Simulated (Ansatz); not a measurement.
This Ansatz (an electronic-structure program) input is the reference run, BeTe in the zinc blende structure (space group F-43m, No. 216), computed with r2SCAN, PAW, 500 eV (Ansatz; no spin-orbit coupling):

Ansatz 0.2 input:
```yaml
crystal:
  lattice:
    - [0, 2.828466701, 2.828466701]
    - [2.828466701, 0, 2.828466701]
    - [2.828466701, 2.828466701, 0]
  atoms:
    - { symbol: Te, position: [0.75, 0.75, 0.75] }
    - { symbol: Be, position: [0, 0, 0] }
basis: { ecutwfc: 500, ecutrho_ratio: 4, xc_grid: 4, fft_grid_basis: typed }
kpoints: { mp_grid: { grid: [10, 10, 10] } }
hamiltonian:
  xc: r2scan
  dispersion: none
  pseudopotentials: { kind: paw }
scf: { occupations: { method: fermi_dirac, width: 0.05 }, convergence: { dr2_threshold: 0.0000000002 } }
output: { forces: true, stress: true }
checkpoint: { write: state.ck, write_every: 1000 }
```

**Question.** Write the input for this change: biaxial strain −4.29 %, plane normal [001], relaxed out of plane (Cartesian); in-plane vectors clamped, the third vector and the atoms free.

**Answer.** 
Ansatz 0.2 input:
```yaml
crystal:
  lattice:
    - [3.8284535682, 0, 0]
    - [0, 3.8284535682, 0]
    - [1.9142267841, -1.9142267841, 2.8891373117]
  atoms:
    - { symbol: Te, position: [0.25, 0.25, 0.5] }
    - { symbol: Be, position: [0, 0, 0] }
basis: { ecutwfc: 500, ecutrho_ratio: 4, xc_grid: 4, fft_grid_basis: typed }
kpoints: { mp_grid: { grid: [10, 10, 10] } }
hamiltonian:
  xc: r2scan
  dispersion: none
  pseudopotentials: { kind: paw }
scf: { occupations: { method: fermi_dirac, width: 0.05 } }
relax: { f_tol: 0.005, max_steps: 50, cell: { stress_tol: 0.01, fix: [a, b, gamma] } }
output: { forces: true, stress: true }
checkpoint: { write: state.ck, write_every: 1000 }
```
This is the input that was run; other choices of cell and start would serve too.

No phonon test of stability was made.
